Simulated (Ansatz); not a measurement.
## YAs, response to strain

Consider YAs in the rock salt structure (space group Fm-3m, No. 225; a = 5.7481 Å; a model cell; relaxed with 0.1 eV smearing). Axes: x, y, z lie along the cube axes.

Strains are applied to the cell and any free atomic positions relax; under biaxial strain the out-of-plane vector relaxes too.

Level of theory: plane-wave PAW DFT at the PBEsol level (Ansatz, an electronic-structure program, 420 eV), without spin-orbit coupling.

Candidates:
(a) strain tensor (xx, yy, zz, yz, xz, xy) = (+0.48, −0.60, −0.65, +0.88, −1.79, +1.40) %
(b) isotropic strain +4.09 %
(c) biaxial strain −2.27 %, plane normal [001], relaxed out of plane

Notes on the quantities. energy relative to the base: free energy F.

Problem. Order them by energy relative to the base, highest first.

Solution. (b) isotropic strain +4.09 % (+82 meV/atom), (c) biaxial strain −2.27 %, plane normal [001], relaxed out of plane (+18 meV/atom), (a) strain tensor (xx, yy, zz, yz, xz, xy) = (+0.48, −0.60, −0.65, +0.88, −1.79, +1.40) % (+8.1 meV/atom)

No phonon test of stability was made. All final runs are without spin polarisation.
